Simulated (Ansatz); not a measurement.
## How a calculation on Ba2BiSb2 (Immm, 5 atoms in the cell) responds to its settings

```
CELL_PARAMETERS angstrom
     -2.40130     3.84390     4.95000
      2.40130    -3.84390     4.95000
      2.40130     3.84390    -4.95000
ATOMIC_POSITIONS crystal
  Bi 0.00000 0.00000 0.00000
  Ba 0.72021 0.22021 0.50000
  Ba 0.27979 0.77979 0.50000
  Sb 0.70160 0.50000 0.20160
  Sb 0.29840 0.50000 0.79840
```

Base run A: PBEsol, default PAW files made with PBE in Ansatz (a first-principles code), self-consistent single point.

Its settings: kpoints.mp_grid.grid = 7 7 7; hamiltonian.xc = pbesol; hamiltonian.pseudopotentials = {kind: paw} (the program's default PAW files); scf.occupations.method = gaussian; scf.occupations.width = 0.0073 Ry.

The starting cell comes from a database of published, mostly measured structures (it also holds non-ambient and calculated ones), without a prior relaxation at this level. Ansatz's pressure includes its estimate of the finite-basis (Pulay) stress.

A dash stands where there is no value to compare (another energy zero or no entropy term, no result, no spin, no clean gap, or a mesh too coarse for one). Total energies depend on the potentials, the functional and any Hubbard or dispersion term, so they are compared only between runs that share all of them.

Run A gave: pressure (GPa) -1.11; largest force (eV/Å) 0.031.

Runs:
- B: hamiltonian.dispersion: default → d3bj [PBEsol-D3BJ]
- C: hamiltonian.dispersion: default → d3bjatm [PBEsol-D3BJ-ATM]
- D: hamiltonian.xc: pbesol → revpbe; hamiltonian.dispersion: default → d3bjatm [revPBE-D3BJ-ATM]
- E: hamiltonian.dispersion: default → d4 [PBEsol-D4]

Problem. What does run E change against A?

Solution. The pressure goes from -1.11 to -2.03 GPa and the largest force stays at 0.031 eV/Å.

Problem. What does run C change against A?

Solution. The pressure goes from -1.11 to -2.87 GPa and the largest force moves little (0.031 to 0.030 eV/Å).

| run | pressure (GPa) | largest force (eV/Å) | dispersion energy (eV/atom) |
|---|---|---|---|
| A | -1.11 | 0.031 | – |
| B | -3.03 | 0.030 | -0.414 |
| C | -2.87 | 0.030 | -0.395 |
| D | -0.92 | 0.043 | -0.641 |
| E | -2.03 | 0.031 | -0.201 |

Keys are those of Ansatz 0.2.
